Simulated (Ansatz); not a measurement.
ScOF (model structure, Pca2₁, No. 29, 12 atoms in the cell), treated with PBEsol (PAW; Ansatz, a program for electronic structure).

Run with plane-wave cutoff 520 eV, 6×8×8 k mesh (along the axes of the cell as run), Fermi–Dirac smearing 0.01 eV, scalar-relativistic PAW data made under PBE.

Cell (relaxed at this level):

Space group Pca2₁ (No. 29); a = 5.1691 Å, b = 5.0179 Å, c = 5.1176 Å, α = 90.00°, β = 90.00°, γ = 90.00°

| atom | site | symmetry | x | y | z |
|---|---|---|---|---|---|
| Sc | 4a | 1 | 0.0243 | 0.3045 | 0.2411 |
| F | 4a | 1 | 0.3674 | 0.0628 | 0.1273 |
| O | 4a | 1 | 0.2558 | 0.5358 | 0.4876 |

Task: What does this level give for the band gap, smallest direct gap on the k points sampled and direct gap at Γ?

Result: 
band gap: 4.48 eV (indirect)
smallest direct gap on the k points sampled: 4.60 eV
direct gap at Γ: 4.92 eV

Note: the relaxation could raise the start's symmetry but not lower it, so the cell can be a saddle point.

It cost roughly 50 core-seconds of CPU time.

A model structure was made by putting elements into a prototype or built by hand; it is no filed structure, need not be a known phase, and can be a saddle point held by its symmetry.
